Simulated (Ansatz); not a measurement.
Response to strain in CoPdO2

Consider CoPdO$_{2}$ (space group R-3m, No. 166; not spin-polarised; relaxed with 0.1 eV smearing).

```xyz
4
Lattice="1.4128 0.8157 5.9180 -1.4128 0.8157 5.9180 0.0000 -1.6313 5.9180" Properties=species:S:1:pos:R:3 pbc="T T T"
Pd     0.0000     0.0000     0.0000
Co     0.0000     0.0000     8.8770
O      0.0000     0.0000     1.9996
O      0.0000     0.0000    15.7543
```

Strains are applied to the cell and any free atomic positions relax.

Method: Ansatz (a program for electronic structure), r2SCAN, PAW, cutoff 500 eV, no spin-orbit coupling.

Notes on the quantities. pressure: mean of the normal stresses, compression positive.

```csv
isotropic strain (%),pressure (GPa)
-3.53,32.9
-3.19,?
-1.51,12.0
0,0.0
1.13,-7.3
```

### Question
Fit P = P₀ − Bδ + Cδ² with δ = (1 + ε)³ − 1 to the rows shown and predict the withheld row.

### Answer
Least squares on the printed values gives P₀ = -0.1 GPa, B = 236 GPa (at held cell shape), C = 846 GPa (largest residual 0.1 GPa); this predicts 29.1 GPa, and the run gives 28.9 GPa, 0.2 lower.

Whether these cells are dynamically stable was not tested. Seeded moments were not kept for the base. No Hubbard U is applied and the magnetic state is the run's own (CoPdO2 not spin-polarised; CoPdO2 non-magnetic); other magnetic orders, which need larger cells, were not tried and can change the gap. The final runs are not spin-polarised. An odd electron count without spin: CoPdO2.
